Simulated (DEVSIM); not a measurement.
System: abrupt GaAs n-p junction, at 300 K.

```
layer (left to right)  material  thickness (μm)  Nd (cm⁻³)  Na (cm⁻³)  τn (s)  τp (s)
---------------------  --------  --------------  ---------  ---------  ------  ------
1                          GaAs            1.30     1.9e16          -  7.5e-8  7.5e-8
2                          GaAs            21.0          -     9.7e17  7.5e-8  7.5e-8
```

Left contact: ohmic. Right contact: ohmic. Voltage is applied to the left contact. Recombination: SRH at mid-gap, Auger. Mobility is μmin + (μ − μmin)/(1 + (N/Nref)^α).

The device is made up for the run: typed textbook-type constants, with dimensions and the other settings drawn at random. Values at 300 K.

| parameter | GaAs |
|---|---|
| gap (eV) | 1.424 |
| affinity (eV) | 4.07 |
| permittivity | 12.9 |
| Nc (cm⁻³) | 4.7e17 |
| Nv (cm⁻³) | 9e18 |
| μn (cm²/Vs) | 8500 |
| μp (cm²/Vs) | 400 |
| μn,min | 500 |
| μp,min | 20 |
| Nref,n | 6e16 |
| Nref,p | 1.5e17 |
| αn | 0.39 |
| αp | 0.38 |
| Cn (cm⁶/s) | 1e-30 |
| Cp (cm⁶/s) | 1e-30 |

DEVSIM, 1D drift-diffusion, Boltzmann statistics, complete ionisation; no tunnelling, impact ionisation, image-force lowering or self-heating.

The doping Nd of layer 1 was swept, all else fixed.

| doping Nd of layer 1 (cm^-3) | largest field in the device at zero bias (V/cm) | dark forward voltage at 1 A/cm² (V) | potential step across the device at zero bias (V) | dark forward voltage at 100 A/cm² (V) |
|---|---|---|---|---|
| 5.7e14 | 52000 | 0.942 | 1.193 | 1.122 |
| 1.9e15 | 55000 | 0.979 | 1.224 | 1.137 |
| 5.7e15 | 62000 | 1.011 | 1.252 | 1.156 |
| 1.9e16 | 86000 | 1.046 | 1.283 | 1.183 |
| 5.7e16 | 140000 | 1.078 | 1.312 | 1.211 |
| 1.9e17 | 240000 | 1.112 | 1.343 | 1.240 |

From the first row to the last the largest field in the device at zero bias goes from 52000 to 240000. From the first row to the last the dark forward voltage at 1 A/cm² goes from 0.942 to 1.112.
